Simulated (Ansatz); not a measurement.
Start from BiB in the zinc blende structure (space group F-43m, No. 216; a = 5.4556 Å; a hypothetical phase, not in the database extracts checked).

Levels (all Ansatz, a first-principles code, PAW): PBEsol (420 eV, without spin-orbit coupling); HSE06 (420 eV, no SOC).

Its gap is 0.45 eV with PBEsol and 1.01 eV with HSE06.

Modification: a hydrostatic pressure of 3 GPa.

With PBEsol the gap becomes 0.59 eV.

Q: If the HSE06 correction stayed the same, what would the HSE06 gap be, and what does the HSE06 run give?

A: A rigid correction of +0.56 eV gives 1.15 eV. The HSE06 run gives 1.14 eV, so the two effects roughly add.

Single points use the geometry relaxed with PBEsol. The hybrid gap comes from the SCF mesh plus the semilocal run's edge points and a few special points and is an upper bound. Spin-orbit coupling, missing from the scalar runs, can matter with Bi. Load acts through the strain it causes; cell and atoms are relaxed under it. No phonon test of stability was made.
